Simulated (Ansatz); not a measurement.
# Pressure series in hypothetical P4_2/mnm AlN

Take AlN (space group P4_2/mnm, No. 136; a = 5.294 Å, c = 3.109 Å; a hypothetical phase, not in the database extracts checked) as the base.

Cell and atoms are relaxed at each pressure.

Levels (all Ansatz, a first-principles code, PAW): PBEsol (420 eV, without spin-orbit coupling); HSE06 (420 eV, no SOC).

Band gaps by level, all at the geometries relaxed with PBEsol:

```json
[
 {"case": "base", "PBEsol": "3.75 eV", "HSE06": "5.14 eV"},
 {"case": "pressure −2 GPa", "PBEsol": "3.68 eV", "HSE06": "5.07 eV"},
 {"case": "pressure −1 GPa", "PBEsol": "3.71 eV", "HSE06": "5.11 eV"},
 {"case": "pressure 0.3 GPa", "PBEsol": "3.76 eV", "HSE06": "5.16 eV"},
 {"case": "pressure 0.7 GPa", "PBEsol": "3.77 eV", "HSE06": "5.17 eV"},
 {"case": "pressure 3 GPa", "PBEsol": "3.85 eV", "HSE06": "5.25 eV"},
 {"case": "pressure 5 GPa", "PBEsol": "3.91 eV", "HSE06": "5.32 eV"},
 {"case": "pressure 7.5 GPa", "PBEsol": "3.98 eV", "HSE06": "5.40 eV"}
]
```

Single points use the geometry relaxed with PBEsol. The hybrid gap comes from the SCF mesh plus the semilocal run's edge points and a few special points and is an upper bound. Load acts through the strain it causes; cell and atoms are relaxed under it. No phonon test of stability was made. No other phases were tried under pressure.
